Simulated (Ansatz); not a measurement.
Ansatz (a quantum-chemistry and plane-wave program) run on a (110) slab of CsH (cut from a parent of space group no. 221; 8 atoms in the cell): self-consistent single point.

Method of the run: LDA (PW92), default PAW files made with PBE (plane waves; Ansatz).

The change in words: vacuum of 5 angstrom (first run: 14 Å). Reference geometry:
```
CELL_PARAMETERS angstrom
      3.79932     0.00000     0.00000
      0.00000     5.37305     0.00000
      0.00000     0.00000    22.05959
ATOMIC_POSITIONS crystal
  Cs 0.00000 0.25000 0.31732
  H  0.50000 0.75000 0.31732
  Cs 0.00000 0.75000 0.43911
  H  0.50000 0.25000 0.43911
  Cs 0.00000 0.25000 0.56089
  H  0.50000 0.75000 0.56089
  Cs 0.00000 0.75000 0.68268
  H  0.50000 0.25000 0.68268
```

Reference input (self-consistent single point, DFT, LDA (PW92), plane waves, default PAW files made with PBE): basis.ecutwfc = 420 eV; kpoints.mp_grid.grid = 6 4 1; hamiltonian.xc = lda; hamiltonian.pseudopotentials = {kind: paw} (the program's default PAW files); scf.occupations.method = fermi_dirac; scf.occupations.width = 0.05 eV. This run's input differs from it in these lines:

Ansatz 0.2 input:
```diff
@@ -4,12 +4,12 @@
     - [0.00000000, 5.37304700, 0.00000000]
-    - [0.00000000, 0.00000000, 22.05958600]
+    - [0.00000000, 0.00000000, 13.05960200]
   atoms:
-    - { symbol: Cs, position: [0.00000000, 0.25000000, 0.31732200] }
-    - { symbol: H, position: [0.50000000, 0.75000000, 0.31732200] }
-    - { symbol: Cs, position: [0.00000000, 0.75000000, 0.43911100] }
-    - { symbol: H, position: [0.50000000, 0.25000000, 0.43911100] }
-    - { symbol: Cs, position: [0.00000000, 0.25000000, 0.56089400] }
-    - { symbol: H, position: [0.50000000, 0.75000000, 0.56089400] }
-    - { symbol: Cs, position: [0.00000000, 0.75000000, 0.68267800] }
-    - { symbol: H, position: [0.50000000, 0.25000000, 0.68267800] }
+    - { symbol: Cs, position: [0.00000000, 0.25000000, 0.19143000] }
+    - { symbol: H, position: [0.50000000, 0.75000000, 0.19143000] }
+    - { symbol: Cs, position: [0.00000000, 0.75000000, 0.39715000] }
+    - { symbol: H, position: [0.50000000, 0.25000000, 0.39715000] }
+    - { symbol: Cs, position: [0.00000000, 0.25000000, 0.60285900] }
+    - { symbol: H, position: [0.50000000, 0.75000000, 0.60285900] }
+    - { symbol: Cs, position: [0.00000000, 0.75000000, 0.80857000] }
+    - { symbol: H, position: [0.50000000, 0.25000000, 0.80857000] }
 basis:
```

Output (repeated stretches shortened):

```
SCF iter   1: F=—  HF=-22083.119655 eV  |F-HF|=—  |Δ(HF+E_count)|=         —  Δρ=7.51e-3  dr2=2.66e-1  ethr=1.77e-3  ⟨swp⟩=12.4  Hψ=2252  notcnv=0
all-band conjugate gradients solve this SCF's bands
preconditioner: auto → Resta (q_TF=auto, 1.989 Å⁻¹)
SCF iter   2: F=—  HF=-22083.045164 eV  |F-HF|=—  |Δ(HF+E_count)|=   7.45e-2  Δρ=2.55e-3  dr2=2.88e-2  ethr=6.65e-4  ⟨swp⟩=2.8  Hψ=565  notcnv=0  defer=25
   [... lines left out ...]
SCF iter   4: F=—  HF=-22083.039669 eV  |F-HF|=—  |Δ(HF+E_count)|=   5.90e-4  Δρ=1.78e-4  dr2=1.89e-4  ethr=5.04e-6  ⟨swp⟩=2.3  Hψ=476  notcnv=0  defer=27
SCF iter   5: F=—  HF=-22083.039732 eV  |F-HF|=—  |Δ(HF+E_count)|=   6.25e-5  Δρ=3.86e-5  dr2=1.00e-5  ethr=4.72e-7  ⟨swp⟩=2.3  Hψ=503  notcnv=0  defer=27
SCF iter   6: F=—  HF=-22083.039690 eV  |F-HF|=—  |Δ(HF+E_count)|=   4.19e-5  Δρ=1.11e-5  dr2=5.10e-7  ethr=2.50e-8  ⟨swp⟩=2.5  Hψ=506  notcnv=0  defer=27
SCF iter   7: F=-22083.039690 eV  HF=-22083.039690 eV  |F-HF|=7.45e-9  |Δ(HF+E_count)|=   2.56e-7  Δρ=2.23e-6  dr2=2.67e-8  ethr=2.50e-10  ⟨swp⟩=11.8  Hψ=1796  notcnv=0
SCF 1 converged in 7 iterations: F = -22083.039690 eV  dr2 = 2.67e-8
Free energy (F): -22083.039690 eV
Internal energy: -22083.039690 eV  (E = F + TS)
E sigma→0 (E₀):  -22083.039690 eV
Fermi energy:    4.022121 eV
--- Forces (eV/Å), atoms counted from 1 ---
  atom   1  Cs     0.00000000     0.00000000     0.04940384
  atom   2  H      0.00000000     0.00000000     0.16540915
  atom   3  Cs     0.00000000     0.00000000    -0.03047643
  atom   4  H      0.00000000     0.00000000    -0.05541223
  atom   5  Cs     0.00000000     0.00000000     0.03047643
  atom   6  H      0.00000000     0.00000000     0.05541223
  atom   7  Cs     0.00000000     0.00000000    -0.04940384
  atom   8  H      0.00000000     0.00000000    -0.16540915
--- Stress (GPa, compression-positive) ---
       -0.998000       0.000000       0.000000
        0.000000      -2.552570       0.000000
        0.000000       0.000000      -1.539546
  P = ⅓ Tr σ = -1.6967 GPa (-16.967 kbar)
  The stress holds the Pulay correction. Without it, at fixed plane waves, as pw.x and ABINIT print it: P = -1.7181 GPa
```

The run converged in 7 iterations. Against the reference run the free energy falls by 8.1 meV/atom, the largest force goes from 0.207 to 0.165 eV/Å and the gap on the mesh goes from 2.274 to 2.033 eV.

The starting cell comes from a database of computed structures (which also holds hypothetical and non-ambient phases and stackings), without a prior relaxation at this level. The slab is cut from that crystal, and its faces are unrelaxed. Its lattice was rescaled by up to half a per cent.
